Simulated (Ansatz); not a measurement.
MgO under load (space group I4/mmm), r2SCAN, rigid bands (Ansatz, a quantum-chemistry and plane-wave program). Condition of this run: biaxial stress xx = yy = -2 GPa (compression positive) (the target of the relaxation). Band gap 5.59 eV, N_c = 5.79e18 cm⁻³ and N_v = 2.39e20 cm⁻³ at 300 K, conductivity masses along y (a = (0.00, 2.11, 2.09) Å; b = (2.11, 0.00, 2.09) Å; c = (2.11, 2.11, 0.00) Å) of 0.369 mₑ (electrons) and 2.29 mₑ (holes). Take k_BT = 0.02585 eV.

A film of it is 5 nm thick, with its normal along the direction named. Estimate the confinement energies in an infinite well.

ħ²π²/(2m t²) = 0.376 eV·nm²/(m/mₑ × t²) gives 40.8 meV for electrons and 6.57 meV for holes, so the gap would widen to about 5.64 eV. Finite barriers and nonparabolic bands lower this, and with several valleys or bands the heaviest mass along the normal sets the lowest level, not this average.

Find the intrinsic carrier density and the intrinsic Fermi level.

n_i = √(N_c N_v) exp(−E_g/2k_BT) = 3.72e19 × exp(−108.12) = 4.1e-28 cm⁻³. The level lies (k_BT/2) ln(N_v/N_c) = 48 meV from mid-gap (positive towards the conduction band). Each 0.1 eV added to the gap lowers n_i by a factor of 6.9.

What thermal injection velocity √(2k_BT/πm) limits a ballistic channel along the direction named?

8.86e6 cm/s for electrons and 3.56e6 cm/s for holes, a ratio of √(m_h/m_e) = 2.49, for dilute carriers.

Rigid bands with the computed gap; masses take one relaxation time for all states. Spin-orbit coupling is left out.
